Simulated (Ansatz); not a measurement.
Take SrO in the rock salt structure (space group Fm-3m, No. 225; a = 5.160 Å) as the base. Axes: x, y, z lie along the cube axes.

The values are results of Ansatz (an electronic-structure program), r2SCAN, PAW, cutoff 500 eV, no spin-orbit coupling, not measurements.

For the base:

Band gap: 3.80 eV
Shortest interatomic distance: 2.580 Å

Perturbation: a free-standing slab of 6 layers (12 atoms, 2 a layer) is cut normal to the z axis, with 15 Å of vacuum and the in-plane cell held at bulk.

### Question
How does this affect the band gap, shortest interatomic distance, change of the spacing d12 from its bulk value of 2.580 Å, change of the spacing d23 from its bulk value of 2.580 Å and gap character?

### Answer
The band gap drops by 0.835 eV to 2.96 eV; the shortest interatomic distance shrinks by 0.092 Å (2.580 Å → 2.488 Å); the change of the spacing d12 from its bulk value of 2.580 Å is -2.9 %; the change of the spacing d23 from its bulk value of 2.580 Å is +0.7 %; the gap character comes out as direct at Γ.

Stability against distortions was not tested. k-point labels follow each cell's own Brillouin zone.
